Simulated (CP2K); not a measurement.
A self-consistent single point of MnN (F-43m, 2 atoms in the cell) with CP2K.

Method of the run: CP2K with PBEsol, GPW, DZVP-MOLOPT-PBE-GTH basis, GTH-PBE potentials (POTENTIAL_UZH).

The change in words: lattice scaled by 0.98. Reference geometry:
```xyz
2
Lattice="2.9917 0.0000 0.0000 1.4959 2.5909 0.0000 1.4959 0.8636 2.4427" Properties=species:S:1:pos:R:3 pbc="T T T"
Mn     0.0000     0.0000     0.0000
N      1.4959     0.8636     0.6107
```

Reference input (self-consistent single point, DFT PBEsol, GPW, DZVP-MOLOPT-PBE-GTH basis, GTH-PBE potentials (POTENTIAL_UZH)): CUTOFF = 600 Ry; REL_CUTOFF = 50 Ry; SMEAR/METHOD = FERMI_DIRAC; ELECTRONIC_TEMPERATURE = 1160.45 K; KPOINTS/SCHEME = MONKHORST-PACK 9 9 9; XC_FUNCTIONAL = PBE:PBESOL; Mn/BASIS_SET = DZVP-MOLOPT-PBE-GTH-q15; Mn/POTENTIAL = GTH-PBE-q15; N/BASIS_SET = DZVP-MOLOPT-PBE-GTH-q5; N/POTENTIAL = GTH-PBE-q5; METHOD = GPW; EPS_DEFAULT = 1e-10. This run's input differs from it in these lines:

```diff
@@ -65,4 +65,4 @@
     &CELL
-      ABC 2.99172600 2.99172624 2.99172599
-      ALPHA_BETA_GAMMA 59.99999895 59.99999985 60.00000271
+      ABC 2.93189200 2.93189204 2.93189208
+      ALPHA_BETA_GAMMA 60.00000723 60.00000087 60.00000046
       PERIODIC XYZ
```

Output (repeated stretches shortened):

```
 SCF WAVEFUNCTION OPTIMIZATION

  Step     Update method      Time    Convergence         Total energy    Change
     1 NoMix/Diag. 0.40E+00      -     1.01116793      -113.9955381573 -1.14E+02
     2 Broy./Diag. 0.40E+00      -     0.40831468      -113.9267503374  6.88E-02
     3 Broy./Diag. 0.40E+00      -     0.21294238      -110.9198946691  3.01E+00
     4 Broy./Diag. 0.40E+00      -     0.03430856      -113.5447159325 -2.62E+00
     5 Broy./Diag. 0.40E+00      -     0.00577063      -113.2833417963  2.61E-01
     6 Broy./Diag. 0.40E+00      -     0.00161355      -113.3304508301 -4.71E-02
     7 Broy./Diag. 0.40E+00      -     0.00029583      -113.3122166070  1.82E-02
     8 Broy./Diag. 0.40E+00      -     0.00015158      -113.3095415739  2.68E-03
     9 Broy./Diag. 0.40E+00      -     0.00000978      -113.3114187874 -1.88E-03
    10 Broy./Diag. 0.40E+00      -     0.00000370      -113.3115215304 -1.03E-04
    11 Broy./Diag. 0.40E+00      -     0.00000013      -113.3115187242  2.81E-06
  *** SCF run converged in    11 steps ***

  Overlap energy of the core charge distribution:               0.00000000002188
  Self energy of the core charge distribution:               -198.06959746145941
  Core Hamiltonian energy:                                     54.90798507050672
  Hartree energy:                                              43.78240653276103
  Exchange-correlation energy:                                -13.93081382901796
  Electronic entropic energy:                                  -0.00149903627920
  Fermi energy:                                                 0.48024745127286

  Total energy:                                              -113.31151872421469
  Total energy (extrapolated to T->0):                       -113.31076920607509

   [... lines left out ...]

 STRESS| Analytical stress tensor [bar]
 STRESS|                        x                   y                   z
 STRESS|      x        1.87672718433E+05  -1.92140478505E+00  -1.35887050885E+00
 STRESS|      y       -1.92140478505E+00   1.87674643569E+05  -5.87311001523E-01
 STRESS|      z       -1.35887050885E+00  -5.87311001523E-01   1.87675114208E+05
 STRESS| 1/3 Trace                                             1.87674158737E+05
```

The run converged in 11 iterations. Against the reference run the free energy goes up by 29.1 meV/atom and the pressure goes from -0.98 to 18.77 GPa.

The starting cell comes from a database of computed structures (which also holds hypothetical and non-ambient phases and stackings), without a prior relaxation at this level. For this run, on top of that: lattice scaled by 0.98. Spin polarisation is off, so a magnetic state, if there is one, cannot be reached. Values carry the incompleteness of an atom-centred basis. The potentials were made for another functional than the one used. With a pressure of about 19 GPa the cell is away from its equilibrium volume at this level.

Cost on one core of a shared machine: roughly 2 min.
